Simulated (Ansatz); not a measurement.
Cost and result by functional for the surface energy of the (10-13) surface of hcp Mg in its 1x1 cell, outermost plane spacing 0.24 Å in the ideal cut, in Ansatz (plane waves, PAW). Single points on the PBE structure, on one kind of machine; costs are rough ratios of the slab run's core time (references not counted) to the cheapest single point. r2SCAN's cost holds its higher cutoff (500 against 420 eV). Differences are taken against r2SCAN for comparison alone: no measured value is at hand, so the table doesn't rank accuracy.

Set-up: 16 atoms, 10.5 Å thick at the start; mesh 12x4x1; 0.1 eV smearing; dipole correction on; all atoms relaxed; held to the part of the start's symmetry that mesh and held atoms allow; no spin, no spin-orbit, no U. These notes are the PBE run's.

```json
[
 {"functional": "PBEsol", "relative cost": "1", "surface energy (J/m²)": "0.82", "less r2SCAN (J/m²)": "-0.02"},
 {"functional": "LDA", "relative cost": "1", "surface energy (J/m²)": "0.83", "less r2SCAN (J/m²)": "-0.01"},
 {"functional": "RPBE", "relative cost": "1", "surface energy (J/m²)": "0.68", "less r2SCAN (J/m²)": "-0.15"},
 {"functional": "r2SCAN", "relative cost": "2", "surface energy (J/m²)": "0.84", "less r2SCAN (J/m²)": "0.00"},
 {"functional": "PBE (the relaxed run's value)", "relative cost": "–", "surface energy (J/m²)": "0.74", "less r2SCAN (J/m²)": "-0.10"}
]
```

The values span 0.15 J/m², while the single points' costs differ by a factor of roughly 2. Differences are of unrounded values.

Ansatz is an electronic-structure program.
